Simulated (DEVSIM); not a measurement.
Device: W/SiO2/p-Si capacitor, at 300 K.

```csv
layer (left to right),material,thickness (nm),Na (cm⁻³)
1,SiO2,10.0,-
2,Si,8500,4.6e15
```

Metal gate on the left, work function 4.6 eV. Fixed charge at the semiconductor interface 0 cm⁻² (in units of +e); no interface traps.

This is a model device: material constants are rounded textbook-type values typed into the input, and sizes, dopings and lifetimes were drawn at random. Values at 300 K; Nc and Nv go as T^1.5, mobilities as T to minus their exponent, the gap by Varshni's rule with the affinity fixed.

```
parameter         SiO2        Si
----------------  ----  --------
gap (eV)             9     1.124
affinity (eV)      0.9      4.05
permittivity       3.9      11.7
Nc (cm⁻³)            -   2.86e19
Nv (cm⁻³)            -    3.1e19
Varshni α (eV/K)     -  0.000473
Varshni β (K)        -       636
```

DEVSIM, 1D Poisson equation in equilibrium, Boltzmann statistics, complete ionisation; no quantum confinement or tunnelling. Metal contacts follow the ideal Schottky-Mott rule: no Fermi-level pinning, no interface dipoles.

Base results: minimum of the low-frequency capacitance (μF/cm²) 0.0251; capacitance of the dielectric stack (μF/cm²) 0.345; flat-band voltage (V) -0.35; threshold voltage (band bending 2φF) (V) 0.42.

Q: What follows from this one change: temperature 300 → 500 K?

A: minimum of the low-frequency capacitance 0.0251 → 0.0526 μF/cm²; capacitance of the dielectric stack little changed (0.345 μF/cm²); flat-band voltage -0.35 → -0.10 V; threshold voltage (band bending 2φF) 0.42 → 0.20 V.

Q: What follows from this one change: SiO2 thickness 0.01 → 0.0085 μm?

A: minimum of the low-frequency capacitance little changed (0.0253 μF/cm²); capacitance of the dielectric stack 0.345 → 0.406 μF/cm²; flat-band voltage little changed (-0.35 V); threshold voltage (band bending 2φF) 0.42 → 0.40 V.

Q: What follows from this one change: interface trap density 0 → 1e+10 cm^-2 eV^-1?

A: minimum of the low-frequency capacitance 0.0251 → 0.0265 μF/cm²; capacitance of the dielectric stack little changed (0.345 μF/cm²); flat-band voltage little changed (-0.35 V); threshold voltage (band bending 2φF) little changed (0.42 V).

Q: What follows from this one change: substrate doping 4.6e+15 → 9.2e+15 cm^-3?

A: minimum of the low-frequency capacitance 0.0251 → 0.0341 μF/cm²; capacitance of the dielectric stack little changed (0.345 μF/cm²); flat-band voltage -0.35 → -0.36 V; threshold voltage (band bending 2φF) 0.42 → 0.48 V.

Q: What follows from this one change: fixed charge 0 → -8.1e+11 cm^-2?

A: minimum of the low-frequency capacitance little changed (0.0251 μF/cm²); capacitance of the dielectric stack little changed (0.345 μF/cm²); flat-band voltage -0.35 → 0.03 V; threshold voltage (band bending 2φF) 0.42 → 0.79 V.
